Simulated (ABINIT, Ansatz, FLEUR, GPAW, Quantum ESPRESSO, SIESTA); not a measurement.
Al₃Cu (P4/mmm, 4 atoms in the cell) computed with different codes at matched settings

Self-consistent single point.

```
Al3Cu
1.0
    2.79897     0.00000     0.00000
    0.00000     2.79897     0.00000
    0.00000     0.00000     7.56900
Al Cu
3 1
Direct
  0.00000   0.00000   0.50000
  0.50000   0.50000   0.22612
  0.50000   0.50000   0.77388
  0.00000   0.00000   0.00000
```

All programs got the same cell, k-point mesh and kind of occupations (in Ansatz's words: kpoints.mp_grid.grid = 15 15 6; scf.occupations.method = fermi_dirac; scf.occupations.width = 0.1 eV); potentials, basis and cutoffs are each program's usual ones.

```json
[
 {"code": "ABINIT", "model": "LDA (PW92), PAW (JTH v2.0 LDA PAW)", "pressure (GPa)": "-4.37", "largest force (eV/Å)": "0.325", "k-points": "144", "cutoff": "816 eV"},
 {"code": "GPAW", "model": "LDA (Perdew-Wang 92), GPAW PAW datasets LDA (gpaw-data 1.0.1)", "pressure (GPa)": "-3.89", "largest force (eV/Å)": "0.296", "k-points": "144", "cutoff": "850 eV"},
 {"code": "FLEUR", "model": "LDA (Vosko-Wilk-Nusair), all-electron FLAPW (FLEUR), scalar-relativistic valence", "pressure (GPa)": "–", "largest force (eV/Å)": "0.321", "k-points": "144", "cutoff": "Kmax 4.4 1/bohr"},
 {"code": "SIESTA", "model": "LDA PW92, numerical atomic orbitals DZP, PseudoDojo LDA standard norm-conserving potentials (rewritten from UPF to PSML)", "pressure (GPa)": "-4.58", "largest force (eV/Å)": "0.245", "k-points": "683", "cutoff": "grid 300 Ry"},
 {"code": "Quantum ESPRESSO", "model": "LDA (PZ), PSlibrary ultrasoft (LDA) pseudopotentials", "pressure (GPa)": "-4.24", "largest force (eV/Å)": "0.321", "k-points": "144", "cutoff": "55 Ry"},
 {"code": "Ansatz", "model": "LDA (PW92), PAW files made with PBE", "pressure (GPa)": "-4.19", "largest force (eV/Å)": "0.320", "k-points": "144", "cutoff": "default"}
]
```

A dash marks a value that a program does not give, or that is left out as unsure.

The spread over the programs that give each value: pressure within 0.69 GPa; largest force within 0.080 eV/Å.

The starting cell comes from a database of computed structures (which also holds hypothetical and non-ambient phases and stackings), without a prior relaxation at this level. Its lattice was rescaled by a random factor within 2.5 % of one. On Ansatz's run: Spin polarisation is off. In the base run, with a pressure of about -4 GPa the cell is away from its equilibrium volume at this level.

**Question.** Why do the programs differ, and what cannot be compared?

**Answer.** Differences of this kind can come from the potentials, where these differ, and from what each basis and cutoff leave unconverged. The valence holds different numbers of electrons (ABINIT 28, GPAW 20, FLEUR 20, SIESTA 28, Quantum ESPRESSO 20, Ansatz (a first-principles code) 28). The zero of total energies and Fermi levels follows the potentials and each program's conventions, so they are not compared here. SIESTA uses small atom-centred bases, whose incompleteness enters pressures, forces and empty levels differently from a plane-wave cutoff. FLEUR treats all electrons, but the usual bases taken here (sphere radii, linearisation, local orbitals, empty states) were not tested for convergence, so the values are no reference for the others. Ansatz's pressure is given at a fixed set of plane waves, as the other plane-wave codes print theirs; with its correction for the finite basis it is -4.15 GPa. The same LDA comes in different parametrisations, which differ slightly. The programs reduce the same mesh by symmetry to different extents, which changes the work and not the result.

Left out of this page: Elk (not drawn, or without a comparable value).

Keys are those of Ansatz 0.2.
